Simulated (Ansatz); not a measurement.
Consider WC (space group P-6m2, No. 187; a = 2.899 Å, c = 2.827 Å; relaxed with 0.1 eV smearing).

Level of theory: Kohn–Sham DFT with the PBEsol functional, run in Ansatz (a quantum-chemistry and plane-wave program) with PAW and 420 eV plane waves, no spin-orbit coupling.

Base values:

```
Property   Result
--------  -------
Pressure  0.0 GPa
Band gap     zero
```

It is then changed as follows: an isotropic linear strain of −1.00 %; the atoms relax in the strained cell.

Task: What does the calculation give for the pressure, energy relative to the base and band gap after the change?

Result: The pressure (mean of the normal stresses, compression positive) goes from zero to 13.2 GPa; the energy rises by 12 meV/atom; the band gap is still zero.

Whether these cells are dynamically stable was not tested. All final runs are without spin polarisation.
